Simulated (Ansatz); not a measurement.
Data:

```
CdSe
1.0
    4.27902     0.00000     0.00000
   -2.13951     3.70574     0.00000
    0.00000     0.00000     7.13983
Cd Se
2 2
Direct
  0.66667   0.33333   0.50237
  0.33333   0.66667   0.00237
  0.66667   0.33333   0.87349
  0.33333   0.66667   0.37349
```

These are PBEsol with spin-orbit coupling, rigid bands (plane waves, PAW; Ansatz, a quantum-chemistry and plane-wave program) values and carry that method's errors. Condition of this run: uniaxial stress zz = -1 GPa (compression positive) (the target of the relaxation). Geometry: cell and atoms relaxed with PBEsol, then loaded as said.

Question: Predict the hole conductivity mass (n e² τ/σ) at 300 K, by direction if it differs.

Answer: 0.57 (x), 0.57 (y), 1.44 (z) mₑ.

Question: And the band gap?

Answer: 0.36 eV at this level; semilocal functionals usually fall short of the measured gap.

Rigid bands, one relaxation time for all states, no polarons.
